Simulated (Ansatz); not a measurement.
Defect: interstitial B in diamond, charge state +1. Calculation: PBE, PAW (plane waves to 420 eV; Ansatz, an electronic-structure program).

64-site cell at the relaxed PBE lattice, a 2×2×2 k-point mesh shifted by half a step, smearing 0.01 eV, spin-restricted, no finite-size correction. Energies are static. The host's phase is taken as given; its stability against other phases was not computed. The charge state is imposed; whether it is stable for some Fermi level was not computed. Sites that were not tried may lie lower. The start lies 0.11 eV above the lowest site run (PBE).

Barriers: single points on a 3×3×3 k-point mesh shifted by half a step at the bands' geometries.

The step: several atoms move together, B the farthest (a rearrangement that moves the defect's centre by under 1 Å); the atom moves 0.93 Å along (-0.25, -0.05, 0.05) of the unit cell; at the start the B atom holds a host C site and a host atom stands off its site; at the end the B atom holds a host C site and a host atom stands off its site; the moving atom starts with neighbours C at 1.33, 2 C at 1.46, 4 C at 2.17 Å and ends with C at 1.33, 2 C at 1.46, 4 C at 2.17 Å.

**Question.** Give the migration barrier of this step at the level PBE, PAW.

**Answer.** 0.61 eV, the same both ways. At the saddle the moving atom has neighbours 2 C at 1.34, 2 C at 1.75, 4 C at 2.16 Å. The program found a first-order saddle point.
